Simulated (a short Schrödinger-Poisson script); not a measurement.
Stack: MOS inversion layer, SiO2 on p-type Si(110), at 400 K.

From the gate side: 2.9 nm SiO2; 880 nm Si, acceptors 1.2e17 cm⁻³.

The device is made up for the run: typed textbook-type constants, with dimensions and the other settings drawn at random. SiO2: permittivity 3.9, conduction-band edge (eV) 3.15, gap (eV) 9, electron mass (mₑ) 0.5. Si: permittivity 11.7, conduction-band edge (eV) 0, gap (eV) 1.124, Nv at 300 K (cm⁻³) 3.1e19.

Channel valleys (confinement mass, in-plane density-of-states mass, number): Δ4 0.315, 0.324, 4; Δ2 0.19, 0.417, 2. At the gate the conduction-band edge of layer 1 lies 3.16 eV − eVg above the Fermi level of the channel; the field vanishes at the back. Gaps are held at their typed values at every temperature. Mesh 0.03 nm at interfaces.

From a short Schrödinger-Poisson script (our own, NumPy): 1D Poisson equation in equilibrium, electrons quantum, Hartree (BenDaniel-Duke, 12 states a valley, the channel's in-plane mass for all, wave functions free to enter the dielectric), parabolic valleys, classical holes, full ionisation, no traps, pinning or gate leakage.

```
Vg (V)  electrons (cm⁻²)  C (μF/cm²)  Δ4 E0 (meV from the Fermi level)  Δ2 E0 (meV from the Fermi level)
------  ----------------  ----------  --------------------------------  --------------------------------
-0.1              4.27e9       0.128                             311.5                             321.9
0                4.46e10       0.241                             229.6                             240.5
0.1              2.43e11       0.535                             170.0                             181.6
0.2              6.25e11       0.729                             136.1                             148.7
0.3              1.10e12       0.825                             115.3                             128.9
0.4              1.63e12       0.879                             100.6                             115.2
0.5              2.19e12       0.915                              89.4                             104.9
0.6              2.76e12       0.941                              80.4                              96.7
0.7              3.36e12       0.960                              72.8                              90.0
0.8              3.96e12       0.975                              66.2                              84.2
0.9              4.57e12       0.988                              60.4                              79.1
1                5.19e12       0.998                              55.2                              74.6
1.1              5.82e12        1.01                              50.5                              70.6
1.2              6.45e12        1.02                              46.3                              67.0
1.3              7.08e12        1.02                              42.3                              63.6
1.4              7.72e12        1.03                              38.6                              60.5
1.5              8.37e12        1.03                              35.2                              57.6
1.6              9.01e12        1.04                              31.9                              55.0
1.7              9.66e12        1.04                              28.9                              52.4
```

Gate voltages with under 1e9 electrons/cm² are left out.

Q: At Vg = 1.7 V the lowest Δ4 subband lies at 28.9 meV from the Fermi level. How many electrons does it hold, and what share of all?

A: The two-dimensional density of states is g m/(πħ²) = 5.41e11 cm⁻² meV⁻¹ (both spins), kT = 34.5 meV, so n = D kT ln(1 + exp(−E/kT)) = 6.71e12 cm⁻², 0.69 of the 9.66e12 cm⁻² in all.

Q: Compare the slope of the sheet density between 1.5 and 1.7 V with the geometric capacitance of the layers between gate and channel.

A: q Δn/ΔV = 1.03 μF/cm²; ε0/Σ(t/ε) = 1.19 μF/cm². The ratio is 0.87: the channel acts as a further capacitance in series.
